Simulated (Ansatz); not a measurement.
B20 (FeSi-type) MnSi was calculated with rVV10 (Ansatz, an electronic-structure program, plane waves, PAW).

Run with plane-wave cutoff 520 eV, 12×12×12 k mesh, Fermi–Dirac smearing 0.05 eV, spin-polarised with parallel moments, scalar-relativistic PAW data made under PBE.

Response to compression and expansion:

Shape and atoms are relaxed at each volume.

```csv
V (Å³/atom),P (GPa),moment (μB per cell of 8 atoms)
11.141,8.96,3.55
11.373,4.24,3.69
11.605,0.00,3.80
11.837,-3.82,3.88
12.069,-7.26,3.93
```

Note: the collinear magnetic order is the start's and need not be the measured one; the bulk modulus comes from volumes at which shape and atoms were relaxed.
